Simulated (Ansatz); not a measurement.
# BeSe: alloy series

Consider BeSe in the zinc blende structure (space group F-43m, No. 216; a = 5.129 Å).

The other end (x = 1) is BSe in the zinc blende structure (space group F-43m, No. 216; a hypothetical phase, not in the database extracts checked): 14.69 Å³/atom, gap zero; this end may not be an ambient phase.

B replaces a fraction x of Be; each row is one arrangement (x, atoms in the cell, starting space group or random), fully relaxed.

Level of theory: Kohn–Sham DFT with the PBEsol functional, run in Ansatz (a program for electronic structure) with PAW and 420 eV plane waves, without spin-orbit coupling.

Candidates:
(a) x(B) = 0.5, 8 atoms, I-42d
(b) x(B) = 0.25, 8 atoms, P-4m2
(c) x(B) = 0.5, 8 atoms, P-4m2

Notes on the quantities. mixing energy: to 0.01 eV only: unlike meshes or grids; against an end that may be hypothetical.

Problem. Order them by mixing energy, lowest first.

Solution. (c) x(B) = 0.5, 8 atoms, P-4m2 (-0.06 eV/atom), (b) x(B) = 0.25, 8 atoms, P-4m2 (-0.02 eV/atom), (a) x(B) = 0.5, 8 atoms, I-42d (+0.05 eV/atom)

These are small ordered cells, not random alloys; other orderings at the same x differ. No phonon test of stability was made. The final runs are not spin-polarised. An odd electron count without spin: BSe and Be3BSe4. Under x(B) = 0.5, 8 atoms, P-4m2 the cell changed shape so far that it is another structure.
